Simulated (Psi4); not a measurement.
Psi4 1.11, unrestricted PBE0/def2-svp: Hf(Cl)3(OH) anion ([OH][Hf]([Cl])([Cl])[Cl]), charge -1, multiplicity 2, 6 atoms. The geometry is a generated start, not checked to be a minimum at this level.

```yaml
task: energy
method: pbe0
basis: def2-svp
memory: 3 GB
maxiter: 100
keys_of_the_molecule_block: symmetry c1
scf_type: df (default)
guess: auto, which took SAD (default)
scf_initial_accelerator: adiis (default)
e_convergence: 1e-06 (default)
d_convergence: 1e-06 (default)
dft_radial_points: 75 (default)
dft_spherical_points: 302 (default)
effective_core_potentials: those of the basis set, past Kr
basis_functions: 105
grid_points: 130197
```

```xyz
6

Hf     0.3516     0.0317    -0.0558
Cl     2.3038     0.9012    -0.7503
Cl     0.7365    -0.7533     2.0074
Cl    -0.0288    -1.8003    -1.2978
O     -1.2314     0.9563    -0.0350
H     -2.1317     0.6644     0.1315
```

Charge -1 and multiplicity 2 are set for this test and not shown to be the ground state.

One run each on 2 threads. Values of diis_max_vecs tried: 3, 6, 10 (default), 20.

### Question
Which value of diis_max_vecs needs the fewest SCF iterations, and what happens away from it?

### Answer
Fewest SCF iterations, within one of each other: 10 (default) with 14, 20 with 13. The count rises to 28 at 3. All converge to one solution.

| diis_max_vecs | SCF iterations | end |
|---|---|---|
| 3 | 28 | same solution |
| 6 | 16 | same solution |
| 10 (default) | 14 | same solution |
| 20 | 13 | same solution |
